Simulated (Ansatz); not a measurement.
Take TiC in the rock salt structure (space group Fm-3m, No. 225) as the base.

```yaml
crystal:
  lattice:
    - [0.00000, 2.14662, 2.14662]
    - [2.14662, 0.00000, 2.14662]
    - [2.14662, 2.14662, 0.00000]
  atoms:
    - { symbol: Ti, position: [0.00000, 0.00000, 0.00000] }
    - { symbol: C, position: [0.50000, 0.50000, 0.50000] }
```

Level of theory: PBEsol, PAW, 420 eV (Ansatz, a first-principles code; scalar-relativistic without spin-orbit coupling).

One change was made to it. Results:

```csv
quantity,base,after
density,5.03 g/cm³,5.04 g/cm³
band gap,zero,zero
```

Problem. Which change produced these results?
A. pressure 5 GPa
B. pressure −2 GPa
C. pressure 7.5 GPa
D. pressure 0.7 GPa

Solution. D, pressure 0.7 GPa. For comparison, the density in the other runs: pressure 7.5 GPa gives 5.16 g/cm³; pressure −2 GPa gives 4.99 g/cm³; pressure 5 GPa gives 5.12 g/cm³.

Load acts through the strain it causes; cell and atoms are relaxed under it. Stability against distortions was not tested. No other phases were tried under pressure. The base started in Pnma and relaxed to Fm-3m at this level. The final runs are not spin-polarised.
